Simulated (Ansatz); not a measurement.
Total g(r) from a molecular-dynamics run [in the run: under uneven stress (diagonal components 1.2 GPa apart); Γ point only, which a denser mesh shifts by 0.2 GPa in pressure and 0.02 eV/Å in forces]. Level of theory: PBE (plane waves, PAW; Ansatz, an electronic-structure program).

```
r (Å)  g(r)
-----  ----
1.02   0.00
1.14   0.00
1.26   0.00
1.38   0.00
1.50   0.00
1.62   0.00
1.74   0.00
1.86   0.00
1.98   1.23
2.10   5.07
2.22   1.33
2.34   0.08
2.46   0.03
2.58   0.36
2.70   0.60
2.82   1.10
2.94   1.83
3.06   1.53
3.18   1.07
3.30   1.08
3.42   0.57
3.54   0.64
3.66   1.05
3.78   1.70
3.90   1.29
4.02   0.52
4.14   0.83
4.26   1.09
4.38   0.80
4.50   0.51
4.62   0.64
4.74   1.26
```

Problem. Which system gave this curve?
A) SnO2 (rutile type), crystal, 602 K
B) CoSi (B20 type), crystal, 297 K, 6.9 GPa
C) AgSn23, liquid, 523 K
D) InAs (zinc blende), crystal, 1090 K (so hot that an open crystal may lose its volatile element)

Solution. A, SnO2 (rutile type), crystal, 602 K
